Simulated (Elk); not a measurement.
Elk run on Mo (Im-3m, 1 atom in the cell): self-consistent single point.

Computed with LDA (PW92), all-electron FP-LAPW, Elk's shipped species files, LAPW+lo basis run with Elk.

```yaml
crystal:
  lattice:
    - [-1.56797, 1.56797, 1.56797]
    - [1.56797, -1.56797, 1.56797]
    - [1.56797, 1.56797, -1.56797]
  atoms:
    - { symbol: Mo, position: [0.00000, 0.00000, 0.00000] }
```

Reference input (self-consistent single point, DFT, PBE, all-electron FP-LAPW, Elk's shipped species files, LAPW+lo basis): xctype = 20; rgkmax = 7.5; stype = 0; swidth = 0.00183747 Ha; ngridk = 15 15 15; gmaxvr = 14 1/bohr; nxoapwlo = 1; maxscl = 100. This run's input differs from it in these lines:

```diff
@@ -2,5 +2,2 @@
   0
-
-xctype
-  20
```

The program printed (abridged):

```
│ Self-consistent loop started │
│ Loop number : 1 │
 total energy                :     -4044.38443918
│ Loop number : 2 │
 total energy                :     -4044.49127223
RMS change in Kohn-Sham potential (target) :   0.1074993496     (  0.1000000000E-05)
Absolute change in total energy (target)   :   0.1068330502     (  0.1000000000E-03)
│ Loop number : 3 │
 total energy                :     -4045.05550899
RMS change in Kohn-Sham potential (target) :   0.8575453743E-01 (  0.1000000000E-05)
Absolute change in total energy (target)   :   0.5909450248     (  0.1000000000E-03)
│ Loop number : 4 │
   [... lines left out ...]
Absolute change in total energy (target)   :   0.8712982844E-04 (  0.1000000000E-03)
│ Loop number : 12 │
 total energy                :     -4045.42940405
RMS change in Kohn-Sham potential (target) :   0.1078125834E-05 (  0.1000000000E-05)
Absolute change in total energy (target)   :   0.1052997773E-03 (  0.1000000000E-03)
│ Loop number : 13 │
 total energy                :     -4045.42942622
RMS change in Kohn-Sham potential (target) :   0.2883716905E-06 (  0.1000000000E-05)
Absolute change in total energy (target)   :   0.4849560719E-04 (  0.1000000000E-03)
Convergence targets achieved

│ Loop number : 14 │

Energies :
 Fermi                       :     0.473482923114
 total energy                :     -4045.42943251

Density of states at Fermi energy :    21.80412914
 (states/Hartree/unit cell)

Estimated indirect band gap :   0.2670430051E-02
 from k-point     78 to k-point     10
Estimated direct band gap   :   0.1045056236E-01
 at k-point     45

Charges :
 core                        :    28.00000000
 valence                     :    14.00000000
 interstitial                :    1.488227134
 muffin-tins (core leakage)
  species :    1 (Mo)
   atom    1                 :    40.51177287     (  0.4921119299E-06)
 total in muffin-tins        :    40.51177287
 total calculated charge     :    42.00358033
 total charge                :    42.00000000
 error                       :   0.3580331398E-02

│ Self-consistent loop stopped │
```

The run converged in 14 iterations. The count includes the last loop, which Elk runs after its targets are met. 

The starting cell comes from a database of computed structures (which also holds hypothetical and non-ambient phases and stackings), without a prior relaxation at this level. Its lattice was rescaled by a random factor within 2.5 % of one. Spin polarisation is off. Values depend on the basis (sphere radii, cutoffs, local orbitals), which need not be converged. The log's line on a gap gives a spacing of levels on this mesh, which the program prints for metals too.
